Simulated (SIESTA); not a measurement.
## Worked example: self-consistent single point of VOF (P2_1/c, 12 atoms in the cell) in SIESTA

Computed with LDA PW92, numerical atomic orbitals TZP, PseudoDojo LDA standard norm-conserving potentials (rewritten from UPF to PSML) (SIESTA 5.4.2).

This input was run:

```
# files in the folder: V.psml O.psml F.psml (PseudoDojo LDA standard)
SystemName  VOF
SystemLabel vof

NumberOfAtoms                12
NumberOfSpecies              3
%block ChemicalSpeciesLabel
  1 23 V
  2 8 O
  3 9 F
%endblock ChemicalSpeciesLabel
LatticeConstant              1.0 Ang
%block LatticeVectors
     5.226280000    0.000000000    0.000000000
     0.000000000    4.674960000    0.000000000
    -0.236832000    0.000000000    5.708509000
%endblock LatticeVectors
AtomicCoordinatesFormat      Bohr
%block AtomicCoordinatesAndAtomicSpecies
     1.825487803    4.580279936    9.104018439  1
     7.603202430    4.254114108    1.683500151  1
     7.379428621    0.163082914    7.077259446  1
     2.049261612    8.671311130    3.710259144  1
     0.525872472    6.891092386    6.694949787  2
     8.902817762    1.943301658    4.092568803  2
     8.679043953    2.473895364    9.486328098  2
     0.749646280    6.360498680    1.301190492  2
     3.850517151    2.042335215    6.606707885  3
     5.578173082    6.792058829    4.180810705  3
     5.354399274    6.459532237    9.574570000  3
     4.074290959    2.374861807    1.212948590  3
%endblock AtomicCoordinatesAndAtomicSpecies

XC.functional                LDA
XC.authors                   PW92
PAO.BasisSize                TZP
PAO.EnergyShift              0.01 Ry
MeshCutoff                   350 Ry
%block kgrid.MonkhorstPack
    5   0   0  0.0
    0   6   0  0.0
    0   0   5  0.0
%endblock kgrid.MonkhorstPack
OccupationFunction           FD
ElectronicTemperature        100.0 meV
Spin                         polarized
%block DM.InitSpin
  1 +2.00
  2 +2.00
  3 +2.00
  4 +2.00
  5 +0.00
  6 +0.00
  7 +0.00
  8 +0.00
  9 +0.00
  10 +0.00
  11 +0.00
  12 +0.00
%endblock DM.InitSpin

MaxSCFIterations             150
SCF.Mixer.Method             Pulay
SCF.Mixer.Weight             0.1
SCF.Mixer.History            6
SCF.DM.Tolerance             1.0E-05
Diag.ParallelOverK           true
WriteForces                  true
Charge.Mulliken              end
```

The program printed (abridged):

```
reinit: Reading from file input.fdf

reinit: System Name: VOF
reinit: System Label: vof

NOTE on units for spin output:
{S} is the spin magnetic moment, in units of the Bohr magneton,
assuming a g-factor for the electron spin of exactly 2.
The spin magnetic moment is then numerically equal to the charge inbalance,
in units of electrons, between the spin-up and -down channels.

coor:   Atomic-coordinates input format  =     Cartesian coordinates
coor:                                            (in Bohr units)

siesta: Atomic coordinates (Bohr) and species
siesta:      1.82549   4.58028   9.10402  1        1
siesta:      7.60320   4.25411   1.68350  1        2
siesta:      7.37943   0.16308   7.07726  1        3
siesta:      2.04926   8.67131   3.71026  1        4
siesta:      0.52587   6.89109   6.69495  2        5
siesta:      8.90282   1.94330   4.09257  2        6
siesta:      8.67904   2.47390   9.48633  2        7
siesta:      0.74965   6.36050   1.30119  2        8
siesta:      3.85052   2.04234   6.60671  3        9
siesta:      5.57817   6.79206   4.18081  3       10
siesta:      5.35440   6.45953   9.57457  3       11
siesta:      4.07429   2.37486   1.21295  3       12

siesta: System type = bulk

initatomlists: Number of atoms, orbitals, and projectors:     12   236   176

siesta: ******************** Simulation parameters ****************************
redata: Spin configuration                          = collinear
redata: Time-Reversal Symmetry                      = T
redata: Number of Atomic Species                    =        3
redata: Mesh Cutoff                                 =   350.0000 Ry
redata: Net charge of the system                    =     0.0000 |e|
redata: Min. number of SCF Iter                     =        0
redata: Max. number of SCF Iter                     =      150
redata: SCF convergence failure will abort job
redata: SCF mix quantity                            = Hamiltonian
   [... lines left out ...]
diag: Used triangular part                          = Lower
diag: Absolute tolerance                            =  0.100E-15
diag: Orthogonalization factor                      =  0.100E-05
diag: Memory factor                                 =  1.0000

superc: Internal auxiliary supercell:     5 x     5 x     5  =     125
superc: Number of atoms, orbitals, and projectors:   1500  29500  22000

                        Single-point calculation

superc: Internal auxiliary supercell:     5 x     5 x     5  =     125
superc: Number of atoms, orbitals, and projectors:   1500  29500  22000

outcell: Unit cell vectors (Ang):
        5.226280    0.000000    0.000000
        0.000000    4.674960    0.000000
       -0.236832    0.000000    5.708509

outcell: Cell vector modules (Ang)   :    5.226280    4.674960    5.713420
outcell: Cell angles (23,13,12) (deg):     90.0000     92.3757     90.0000
outcell: Cell volume (Ang**3)        :    139.4740
new_DM -- step:     1
Initializing Density Matrix...

Attempting to read DM from file... Failed...
DM filled with atomic data (user-defined):

InitMesh: MESH = 60 x 54 x 72 = 233280
InitMesh: Mesh cutoff (required, used) =   350.000   364.893 Ry

stepf: Fermi-Dirac step function
        iscf     Eharris(eV)        E_KS(eV)     FreeEng(eV)     dDmax    Ef(eV) dHmax(eV)
   scf:    1   -12458.346090   -12485.456108   -12485.772459  0.774246 -2.596987 10.727315
     spin moment: {S} , |S| = {        0.0        0.0    7.98903 }     7.98903
   scf:    2   -12507.131070   -12497.209918   -12497.507968  0.061092 -3.267093  7.513095
     spin moment: {S} , |S| = {        0.0        0.0    7.99660 }     7.99660
   scf:    3   -12502.613299   -12505.647465   -12505.858931  0.078368 -4.587726  3.211061
     spin moment: {S} , |S| = {        0.0        0.0    7.99911 }     7.99911
   scf:    4   -12488.178438   -12501.000300   -12501.288062  0.036105 -3.927548  5.476760
     spin moment: {S} , |S| = {        0.0        0.0    7.99933 }     7.99933
   scf:    5   -12508.677759   -12505.538737   -12505.795699  0.037095 -4.545281  2.572127
     spin moment: {S} , |S| = {        0.0        0.0    7.99974 }     7.99974
   scf:    6   -12505.825400   -12506.474758   -12506.693233  0.024875 -4.926841  1.033345
   [... lines left out ...]
   scf:   18   -12506.623882   -12506.623858   -12506.848651  0.000038 -4.847225  0.001181
     spin moment: {S} , |S| = {        0.0        0.0    7.99994 }     7.99994
   scf:   19   -12506.623839   -12506.623849   -12506.848651  0.000023 -4.847192  0.000669
     spin moment: {S} , |S| = {        0.0        0.0    7.99994 }     7.99994
   scf:   20   -12506.623839   -12506.623844   -12506.848651  0.000017 -4.847196  0.000875
     spin moment: {S} , |S| = {        0.0        0.0    7.99994 }     7.99994
   scf:   21   -12506.623837   -12506.623841   -12506.848651  0.000010 -4.847192  0.000764
     spin moment: {S} , |S| = {        0.0        0.0    7.99994 }     7.99994
   scf:   22   -12506.623829   -12506.623835   -12506.848652  0.000017 -4.847213  0.000263
     spin moment: {S} , |S| = {        0.0        0.0    7.99994 }     7.99994
   scf:   23   -12506.623834   -12506.623834   -12506.848652  0.000002 -4.847218  0.000182
     spin moment: {S} , |S| = {        0.0        0.0    7.99994 }     7.99994
SCF Convergence by DM+H criterion
max |DM_out - DM_in|         :     0.0000019492
max |H_out - H_in|      (eV) :     0.0001823688
SCF cycle converged after 23 iterations

Using DM_out to compute the final energy and forces

siesta: E_KS(eV) =           -12506.6238

siesta: E_KS - E_eggbox =    -12506.6238

siesta: Atomic forces (eV/Ang):
     1   -1.041718    0.321539    0.524818
     2    1.041726   -0.321541   -0.524819
     3    1.041717    0.321538   -0.524824
     4   -1.041706   -0.321535    0.524820
     5    0.094437    0.321794   -0.056920
     6   -0.094463   -0.321787    0.056927
     7   -0.094451    0.321808    0.056940
     8    0.094430   -0.321819   -0.056945
     9    0.054068   -0.069736    0.063255
    10   -0.054052    0.069733   -0.063251
    11   -0.054060   -0.069747   -0.063243
    12    0.054074    0.069752    0.063241
   Tot    0.000000    0.000000    0.000000
   Max    1.041726
   Res    0.420516    sqrt( Sum f_i^2 / 3N )
   Max    1.041726    constrained

Stress tensor Voigt[x,y,z,yz,xz,xy] (kbar):      235.06      204.21      232.51       -0.00      -30.94       -0.00
(Free)E + p*V (eV/cell)   -12526.3420
Target enthalpy (eV/cell)   -12506.8487

siesta: Program's energy decomposition (eV):
siesta: Ebs     =     -2560.497784
siesta: Eions   =     19026.861457
siesta: Ena     =      2969.374668
siesta: Ekin    =      6281.183597
siesta: Enl     =      -569.843176
siesta: Eso     =         0.000000
siesta: Edftu   =         0.000000
siesta: DEna    =        99.633570
siesta: DUscf   =         3.474531
siesta: DUext   =         0.000000
siesta: Ex      =     -2055.729176
siesta: Ec      =      -207.856392
siesta: Exc     =     -2263.585568
siesta: Eharris =    -12506.623834
siesta: Etot    =    -12506.623834
siesta: FreeEng =    -12506.848652

siesta: Atomic forces (eV/Ang):
siesta:      1   -1.041718    0.321539    0.524818
siesta:      2    1.041726   -0.321541   -0.524819
siesta:      3    1.041717    0.321538   -0.524824
siesta:      4   -1.041706   -0.321535    0.524820
siesta:      5    0.094437    0.321794   -0.056920
siesta:      6   -0.094463   -0.321787    0.056927
   [... lines left out ...]
siesta: Cell volume =        139.474002 Ang**3
siesta:        -223.92512784       -243.57064220  kBar
   [... lines left out ...]
               3Pdx2-y2
   9  3.598   0.767  -0.088   0.233   0.864   0.842   0.802  -0.111  -0.108
             -0.108   0.148   0.162   0.189   0.001   0.001   0.001   0.001

              0.001
  10  3.598   0.767  -0.088   0.233   0.864   0.842   0.802  -0.111  -0.108
             -0.108   0.148   0.162   0.189   0.001   0.001   0.001   0.001

              0.001
  11  3.598   0.767  -0.088   0.233   0.864   0.842   0.802  -0.111  -0.108
             -0.108   0.148   0.162   0.189   0.001   0.001   0.001   0.001

              0.001
  12  3.598   0.767  -0.088   0.233   0.864   0.842   0.802  -0.111  -0.108
             -0.108   0.148   0.162   0.189   0.001   0.001   0.001   0.001

              0.001

mulliken: Qtot =       48.000

Mulliken Atomic Populations:
Atom #   charge [q] valence [e]      Sz [e]  Species
     1     0.608759   12.391241    2.125317  V
     2     0.608762   12.391238    2.125315  V
     3     0.608759   12.391241    2.125318  V
     4     0.608754   12.391246    2.125322  V
     5    -0.413191    6.413191   -0.124658  O
     6    -0.413190    6.413190   -0.124658  O
     7    -0.413191    6.413191   -0.124658  O
     8    -0.413191    6.413191   -0.124658  O
     9    -0.195568    7.195568   -0.000676  F
    10    -0.195568    7.195568   -0.000676  F
    11    -0.195568    7.195568   -0.000676  F
    12    -0.195568    7.195568   -0.000676  F
 Total    -0.000000                7.999938
```

The run converged in 23 iterations.

The starting cell comes from a database of computed structures (which also holds hypothetical and non-ambient phases and stackings), without a prior relaxation at this level. The magnetic order is the one reached from the typed start; others were not searched systematically. Values carry the incompleteness of an atom-centred basis. With a pressure of about -22 GPa the cell is away from its equilibrium volume at this level. Forces in this geometry exceed 1 eV/Å.

Cost on one core of a shared machine: roughly 4 min.
